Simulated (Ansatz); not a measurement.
Consider CdS in the zinc blende structure (space group F-43m, No. 216; a = 5.7566 Å). Axes: x, y, z lie along the cube axes.

Level of theory: LDA in Ansatz (plane waves to 420 eV, PAW, no spin-orbit coupling).

Base values:

The gap character is direct at Γ.

One thing is altered: compressive biaxial strain of 2.00 % in the plane normal to [001], as in epitaxy on a mismatched substrate; the out-of-plane cell vector and the atoms relax.

### Question
How does this affect the gap character?

### Answer
The gap character stays direct at Γ.

### Question
Predict the new ratio −ε⊥/ε∥.

### Answer
The ratio −ε⊥/ε∥ comes out as 1.46.

### Question
Estimate the effect on the energy relative to the base.

### Answer
The energy grows by 3.2 meV/atom.

### Question
What does the calculation give for the in-plane stress after the change?

### Answer
The mean in-plane stress (compression positive) is +1.1 GPa.

Stability against distortions was not tested. Labels are those of the standard path for the cell's own space group.

Ansatz is a quantum-chemistry and plane-wave program.
